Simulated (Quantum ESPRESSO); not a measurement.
**A short convergence ladder for HfPt3 (Pm-3m, 4 atoms in the cell)**

```yaml
crystal:
  lattice:
    - [4.02246, 0.00000, 0.00000]
    - [0.00000, 4.02246, 0.00000]
    - [0.00000, 0.00000, 4.02246]
  atoms:
    - { symbol: Hf, position: [0.00000, 0.00000, 0.00000] }
    - { symbol: Pt, position: [0.50000, 0.50000, 0.00000] }
    - { symbol: Pt, position: [0.00000, 0.50000, 0.50000] }
    - { symbol: Pt, position: [0.50000, 0.00000, 0.50000] }
```

Base method: LDA (PZ), GBRV 1.5 ultrasoft (LDA) pseudopotentials (plane waves; Quantum ESPRESSO).

Base settings: ecutwfc = 40 Ry; ecutrho = 320 Ry; occupations = smearing; smearing = gaussian; degauss = 0.0073499 Ry; potentials = {Hf: hf_lda_v1.uspp.F.UPF, Pt: pt_lda_v1.4.uspp.F.UPF}; K_POINTS = automatic 4 4 4 0 0 0; conv_thr = 1e-10 Ry; mixing_beta = 0.7.

**Zone-centre phonons against the cutoff**

In this ladder: ph.x.tr2_ph = 1e-14; ph.x.fildyn = dyn.G; dynmat.x.fildyn = dyn.G; dynmat.x.asr = crystal. Moved along: ecutrho.

The mesh stays at the base's, so the ladder's end is converged at best in this setting alone.

Frequencies are those of the unrelaxed cell, without the LO-TO term of polar crystals.

Only quantities that move along the ladder and can be compared are tabulated.

```tsv
ecutwfc	highest zone-centre frequency (cm⁻¹)
20 Ry	175.2
28 Ry	146.3
40 Ry	147.2
60 Ry	147.3
```

Coarsest ecutwfc that holds the highest zone-centre frequency within 5 cm⁻¹ of the last step, with all finer ones: 28 Ry; the step before is off by 28 cm⁻¹.

On the base run: the starting cell comes from a database of computed structures (which also holds hypothetical and non-ambient phases and stackings), without a prior relaxation at this level. Its lattice was rescaled by up to half a per cent. Spin polarisation is off. In the base run, with a pressure of about -13 GPa the cell is away from its equilibrium volume at this level. Without a gap this mesh is coarse (it stands for a supercell whose shortest vector is 16 Å).
